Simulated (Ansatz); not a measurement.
The starting structures come from a database of crystals and need not be the phases stable at ambient conditions.

 Where the default PAW files enter, the runs use the earlier of Ansatz's two default sets.

The decay constant κ of evanescent states in the gap governs leakage through a thin film.

Input:

```xyz
18
Lattice="5.1646 0.0000 0.0000 0.0000 5.7819 0.0000 0.0000 -1.4374 6.1568" Properties=species:S:1:pos:R:3 pbc="T T T"
K      1.2911     0.5363     1.5737
K      3.8734     3.8081     4.5831
Li     5.1398     3.5236     1.0916
Li     0.0248     0.8208     5.0652
Li     2.5575     0.8208     5.0652
Li     2.6071     3.5236     1.0916
H      1.2911     3.1785     5.4574
H      3.8734     1.1660     0.6994
H      1.2911     4.7198     4.0783
H      3.8734    -0.3754     2.0785
H      1.2911     2.8206     3.2902
H      3.8734     1.5238     2.8666
O      1.2911     2.2258     5.7018
O      3.8734     2.1186     0.4550
O      1.2911    -0.6810     4.9796
O      3.8734     5.0254     1.1772
O      1.2911     3.3579     2.4849
O      3.8734     0.9865     3.6719
```

Space group of this cell: P2_1/m. The cell is taken as given; by r2SCAN its mean pressure is -3.0 GPa.

Transport runs along the normal of the first two printed cell vectors.

No gap correction and no spin-orbit coupling; mid-gap values are interpolated between computed energies.

Problem. Compute, with Ansatz (a quantum-chemistry and plane-wave program) with r2SCAN, the band gap and the smallest decay constant κ at mid-gap.

Solution. Gap 4.92 eV on a 6×6×6 mesh; κ = 0.446 1/Å, at the zone centre.
